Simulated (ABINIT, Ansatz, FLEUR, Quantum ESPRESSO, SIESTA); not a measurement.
One structure in several programs: KCrF₆ (R-3, 8 atoms in the cell)

Self-consistent single point.

```yaml
crystal:
  lattice:
    - [3.64953, 2.10705, 2.36799]
    - [-3.64953, 2.10705, 2.36799]
    - [0.00000, -4.21411, 2.36799]
  atoms:
    - { symbol: K, position: [0.00000, 0.00000, 0.00000] }
    - { symbol: Cr, position: [0.50000, 0.50000, 0.50000], spin: 3.0 }
    - { symbol: F, position: [0.58298, 0.26425, 0.21942] }
    - { symbol: F, position: [0.41702, 0.73575, 0.78058] }
    - { symbol: F, position: [0.21942, 0.58298, 0.26425] }
    - { symbol: F, position: [0.78058, 0.41702, 0.73575] }
    - { symbol: F, position: [0.26425, 0.21942, 0.58298] }
    - { symbol: F, position: [0.73575, 0.78058, 0.41702] }
```
(The spins are starting values, not results.)

All programs got the same cell, k-point mesh and kind of occupations, and the same starting moments (in Ansatz's words: kpoints.mp_grid.grid = 3 3 3; magnetization.spin_polarized = true; scf.occupations.method = fermi_dirac; scf.occupations.width = 0.02 eV); potentials, basis and cutoffs are each program's usual ones.

```csv
code,model,pressure (GPa),largest force (eV/Å),size of the net moment (μB/atom),k-points,cutoff
FLEUR,"PBEsol, all-electron FLAPW (FLEUR), scalar-relativistic valence",–,0.581,0.12,6,Kmax 4.8 1/bohr
ABINIT,"PBEsol, PAW (JTH v2.0 PBE PAW, files made for PBE)",-0.27,0.102,0.13,6,30 Ha
Quantum ESPRESSO,"PBEsol, PseudoDojo standard norm-conserving (PBESOL) pseudopotentials",-0.22,0.224,0.12,6,95 Ry
Ansatz,"PBEsol, PAW files made with PBE",-0.40,0.194,0.12,6,default
SIESTA,"GGA PBEsol, numerical atomic orbitals DZP, PseudoDojo PBEsol standard norm-conserving potentials (rewritten from UPF to PSML)",-0.25,0.090,0.12,14,grid 300 Ry
```

A dash marks a value that a program does not give, or that is left out as unsure.

The spread over the programs that give each value: pressure within 0.18 GPa; largest force within 0.491 eV/Å; size of the net moment within 0.01 μB/atom.

The starting cell comes from a database of computed structures (which also holds hypothetical and non-ambient phases and stackings), without a prior relaxation at this level. On Ansatz's run: With one magnetic atom in the cell only a parallel order is possible. Without a gap this mesh is coarse (it stands for a supercell whose shortest vector is 15 Å).

Problem. Why do the programs differ, and what cannot be compared?

Solution. Differences of this kind can come from the potentials, where these differ, and from what each basis and cutoff leave unconverged. The zero of total energies and Fermi levels follows the potentials and each program's conventions, so they are not compared here. SIESTA uses small atom-centred bases, whose incompleteness enters pressures, forces and empty levels differently from a plane-wave cutoff. FLEUR treats all electrons, but the usual bases taken here (sphere radii, linearisation, local orbitals, empty states) were not tested for convergence, so the values are no reference for the others. Ansatz's pressure is given at a fixed set of plane waves, as the other plane-wave codes print theirs; with its correction for the finite basis it is 0.02 GPa (the shift of 0.42 GPa shows how far the cutoff is from converged). Site moments depend on each program's spheres or projections; the total moment of the cell does not. The programs reduce the same mesh by symmetry to different extents, which changes the work and not the result. In the force vectors, FLEUR (by 0.391), ABINIT (by 0.106) and SIESTA (by 0.149) lie more than 0.08 eV/Å from the median of the plane-wave programs.

The shared mesh is coarse (it stands for a supercell whose shortest vector is 15 Å), so the values are not converged in it.

Left out of this page: GPAW and CP2K (failed or unconverged).

Ansatz is a quantum-chemistry and plane-wave program.

Keys are those of Ansatz 0.2.
